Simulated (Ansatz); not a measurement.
**Competing hops of V-vacancy pair in hcp Ru, neutral cell**

Defect migration in hcp Ru: V-vacancy pair (V on one host Ru site, one Ru site vacant), neutral cell. Level of theory: PBE, PAW (plane waves to 420 eV; Ansatz, a program for electronic structure).

Cell of 36 host sites held at the relaxed PBE lattice; a 2×2×2 k-point mesh shifted by half a step along c; Fermi-Dirac width 0.10 eV, spin-restricted; finite-size errors left in. Static, classical nuclei. Forms of the defect that were not tried may lie lower.

Barriers: single points on a 4×4×4 k-point mesh shifted by half a step along c at the bands' geometries (they differ from the bands' own by up to 0.18 eV, and are uncertain by about as much).

```csv
Route,Start site over the lowest site run (eV),Hop (Å),Forward barrier (eV),Backward barrier (eV),Neighbours at the start,Neighbours at the saddle,Saddle order,"Forward, on the band's own sampling (eV)"
direct exchange of V with the vacancy (V-vacancy distance between ideal sites 2.66 Å throughout),0.00,2.57,1.20,1.20,"2 Ru at 2.63, 3 Ru at 2.68, Ru at 2.69, Ru at 2.71, 2 Ru at 2.71, 2 Ru at 2.72 Å","4 Ru at 2.43, 4 Ru at 3.02 Å","not checked, on a symmetry element",1.38
direct exchange of V with the vacancy (V-vacancy distance between ideal sites 2.72 Å throughout),0.03,2.75,1.45,1.45,"2 Ru at 2.64, 2 Ru at 2.66, 2 Ru at 2.67, Ru at 2.69, 2 Ru at 2.71, Ru at 2.73, Ru at 2.76 Å","Ru at 2.38, 2 Ru at 2.42, Ru at 2.59, 4 Ru at 2.88 Å","not checked, on a symmetry element",1.58
```

Paths come from CI-NEB runs. Of the routes that converged and passed our checks, the lowest saddle point lies 1.20 eV above the lowest of the sites run (direct exchange of V with the vacancy (V-vacancy distance between ideal sites 2.66 Å throughout)); other sites, such as split forms, and other routes may lie lower. A band can be held on a symmetry element, so unchecked saddle points there may be too high.

The whole set of runs took around 2.6 core-hours (rough).
